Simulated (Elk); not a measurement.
**A self-consistent single point of SrCd (Pm-3m, 2 atoms in the cell) with Elk**

Method of the run: PBEsol, all-electron FP-LAPW, Elk's shipped species files, APW+lo basis with extra local orbitals run with Elk 10.2.4.

Input:

```
tasks
  0

xctype
  22

rgkmax
  7.5

gmaxvr
  16.0

nxlo
  2

lorbcnd
  .true.

lmaxi
  3

swidth
  0.00367493

maxscl
  100

avec
    7.6849567899    0.0000000000    0.0000000000
    0.0000000000    7.6849567899    0.0000000000
    0.0000000000    0.0000000000    7.6849567899

atoms
  2
  'Sr.in'
  1
  0.5000000000  0.5000000000  0.5000000000    0.0 0.0 0.0
  'Cd.in'
  1
  0.0000000000  0.0000000000  0.0000000000    0.0 0.0 0.0

ngridk
  11 11 11
```

Log, with long lists cut:

```
│ Elk code version 10.2.4 │

All units are atomic (Hartree, Bohr, etc.)

│ Ground-state run starting from atomic densities │

Lattice vectors :
   7.684956790       0.000000000       0.000000000
   0.000000000       7.684956790       0.000000000
   0.000000000       0.000000000       7.684956790

Unit cell volume      :    453.8624883
Brillouin zone volume :   0.5465316474

Muffin-tin inner radius fraction :   0.1000000000E-01

Nuclei treated as point charges

Species :    1 (Sr)
 parameters loaded from : Sr.in
 name : strontium
 nuclear charge    :   -38.00000000
 electronic charge :    38.00000000
 atomic mass :    159721.4890
 muffin-tin radius :    2.600000000
 number of radial points in muffin-tin :    597
 atomic positions (lattice), magnetic fields (Cartesian) :
   1 :   0.00000000  0.00000000  0.00000000    0.00000000  0.00000000  0.00000000

Species :    2 (Cd)
 parameters loaded from : Cd.in
 name : cadmium
 nuclear charge    :   -48.00000000
 electronic charge :    48.00000000
 atomic mass :    204912.7175
 muffin-tin radius :    2.600000000
 number of radial points in muffin-tin :    597
 atomic positions (lattice), magnetic fields (Cartesian) :
   1 :   0.50000000  0.50000000  0.50000000    0.00000000  0.00000000  0.00000000

Total number of atoms per unit cell :    2

Spin treatment :
 spin-unpolarised

Number of Bravais lattice symmetries :   48
Number of crystal symmetries         :   48
Crystal has inversion symmetry
Real symmetric eigensolver will be used

k-point grid :     11    11    11
k-point offset :    0.000000000       0.000000000       0.000000000
k-point set is reduced with full crystal symmetry group
Total number of k-points :       56

Muffin-tin radius times maximum |G+k| :    7.500000000
 using average radius
Maximum |G+k| for APW functions       :    2.884615385
Maximum (1/2)|G+k|²                   :    4.160502959
Maximum |G| for potential and density :    16.00000000
 potential will be trimmed for |G| > 2 gkmax
Constant for pseudocharge density :   10
Radial integration step length :    4

G-vector grid sizes :     40    40    40
Number of G-vectors :    31439

Maximum angular momentum used for
 APW functions                      :    8
 outer part of muffin-tin           :    6
 inner part of muffin-tin           :    3

Total nuclear charge    :   -86.00000000
Total core charge       :    58.00000000
Total valence charge    :    28.00000000
Total excess charge     :    0.000000000
Total electronic charge :    86.00000000

Effective Wigner radius, rₛ :    1.080054680

Number of empty states         :    8
Total number of valence states :   22
Total number of core states    :   58

Conduction state local-orbitals added automatically
Total number of local-orbitals :  151

Exchange-correlation functional :     22     0     0
 PBEsol, Phys. Rev. Lett. 100, 136406 (2008)
 gradient requirement :    1
 generalised gradient approximation (GGA)

Smearing type :    3
 Fermi-Dirac
Smearing width :   0.3674930000E-02
Effective electronic temperature (K) :    1160.451112

Mixing type :    3
 Broyden mixing, J. Phys. A: Math. Gen. 17, L317 (1984)

Kohn-Sham potential initialised from atomic data

│ Self-consistent loop started │
│ Loop number : 1 │
 total energy                :     -8770.83096474
│ Loop number : 2 │
 total energy                :     -8770.96223976
RMS change in Kohn-Sham potential (target) :   0.1071971066     (  0.1000000000E-05)
Absolute change in total energy (target)   :   0.1312750149     (  0.1000000000E-03)
│ Loop number : 3 │
 total energy                :     -8771.07257712
RMS change in Kohn-Sham potential (target) :   0.1030406743     (  0.1000000000E-05)
Absolute change in total energy (target)   :   0.1431561188     (  0.1000000000E-03)
│ Loop number : 4 │
 total energy                :     -8771.15296432
RMS change in Kohn-Sham potential (target) :   0.7680623292E-01 (  0.1000000000E-05)
Absolute change in total energy (target)   :   0.1161762230     (  0.1000000000E-03)
│ Loop number : 5 │
 total energy                :     -8771.27340298
RMS change in Kohn-Sham potential (target) :   0.3196509609E-01 (  0.1000000000E-05)
Absolute change in total energy (target)   :   0.1494827168     (  0.1000000000E-03)
│ Loop number : 6 │
 total energy                :     -8771.39241893
RMS change in Kohn-Sham potential (target) :   0.9139131104E-02 (  0.1000000000E-05)
Absolute change in total energy (target)   :   0.1563866345     (  0.1000000000E-03)
│ Loop number : 7 │
 total energy                :     -8771.46518540
RMS change in Kohn-Sham potential (target) :   0.3567605489E-03 (  0.1000000000E-05)
Absolute change in total energy (target)   :   0.1118631288     (  0.1000000000E-03)
│ Loop number : 8 │
 total energy                :     -8771.47689422
RMS change in Kohn-Sham potential (target) :   0.6759965887E-04 (  0.1000000000E-05)
Absolute change in total energy (target)   :   0.3967460215E-01 (  0.1000000000E-03)
│ Loop number : 9 │
 total energy                :     -8771.47862892
RMS change in Kohn-Sham potential (target) :   0.3290698161E-04 (  0.1000000000E-05)
Absolute change in total energy (target)   :   0.1165335118E-01 (  0.1000000000E-03)
│ Loop number : 10 │
 total energy                :     -8771.47679057
RMS change in Kohn-Sham potential (target) :   0.1528004031E-04 (  0.1000000000E-05)
Absolute change in total energy (target)   :   0.1074982873E-02 (  0.1000000000E-03)
│ Loop number : 11 │
 total energy                :     -8771.47527943
RMS change in Kohn-Sham potential (target) :   0.1164812873E-05 (  0.1000000000E-05)
Absolute change in total energy (target)   :   0.1242394579E-02 (  0.1000000000E-03)
│ Loop number : 12 │
 total energy                :     -8771.47522802
RMS change in Kohn-Sham potential (target) :   0.3326142476E-06 (  0.1000000000E-05)
Absolute change in total energy (target)   :   0.3620074640E-03 (  0.1000000000E-03)
│ Loop number : 13 │
 total energy                :     -8771.47522394
RMS change in Kohn-Sham potential (target) :   0.1228487396E-06 (  0.1000000000E-05)
Absolute change in total energy (target)   :   0.9458337809E-04 (  0.1000000000E-03)
Convergence targets achieved

│ Loop number : 14 │

Energies :
 Fermi                       :     0.164539579641
 sum of eigenvalues          :     -5234.52297156
 electron kinetic            :      9136.58215971
 core electron kinetic       :      8903.90228334
 Coulomb                     :     -17652.6026950
 Coulomb potential           :     -14035.5600685
 nuclear-nuclear             :     -757.509123454
 electron-nuclear            :     -19754.6270745
 Hartree                     :      2859.53350302
 Madelung                    :     -10634.8226607
 xc potential                :     -335.545062782
 exchange                    :     -250.434485159
 correlation                 :     -5.01831001343
 electron entropic           :    -0.189678688271E-02
 total energy                :     -8771.47522721

Density of states at Fermi energy :    42.94277732
 (states/Hartree/unit cell)

Estimated indirect band gap :   0.1443363869E-02
 from k-point     31 to k-point     21
Estimated direct band gap   :   0.7176238940E-02
 at k-point     21

Charges :
 core                        :    58.00000000
 valence                     :    28.00000000
 interstitial                :    3.438619589
 muffin-tins (core leakage)
  species :    1 (Sr)
   atom    1                 :    35.94582693     (  0.2886433377E-04)
  species :    2 (Cd)
   atom    1                 :    46.61555348     (  0.2459738094E-03)
 total in muffin-tins        :    82.56138041
 total calculated charge     :    86.00296328
 total charge                :    86.00000000
 error                       :   0.2963284958E-02

│ Self-consistent loop stopped │
```

The run converged in 14 iterations. The count includes the last loop, which Elk runs after its targets are met.

The starting cell comes from a database of computed structures (which also holds hypothetical and non-ambient phases and stackings), without a prior relaxation at this level. Its lattice was rescaled by a random factor within 2.5 % of one. Values depend on the basis (sphere radii, cutoffs, local orbitals), which need not be converged. The log's line on a gap gives a spacing of levels on this mesh, which the program prints for metals too.
